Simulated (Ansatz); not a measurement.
Relaxation of the outer planes of the (111) surface of fcc Rh in its 1x1 cell, outermost plane spacing 2.21 Å in the ideal cut.

These are PBE (plane waves to 420 eV, PAW; Ansatz, a first-principles code) values and carry that method's errors.

Slab: 12 atoms, 24.3 Å thick at the start; k 16x16x1, smearing 0.1 eV, dipole-corrected; all atoms relaxed; start symmetry kept, larger cells not searched; no spin, no spin-orbit, no U.

```tsv
plane	atoms	bulk spacing to the next (Å)	relaxed spacing (Å)	change (%)	rumpling (Å)
1	Rh	2.211	2.169	-1.9	0.00
2	Rh	2.211	2.197	-0.7	0.00
```
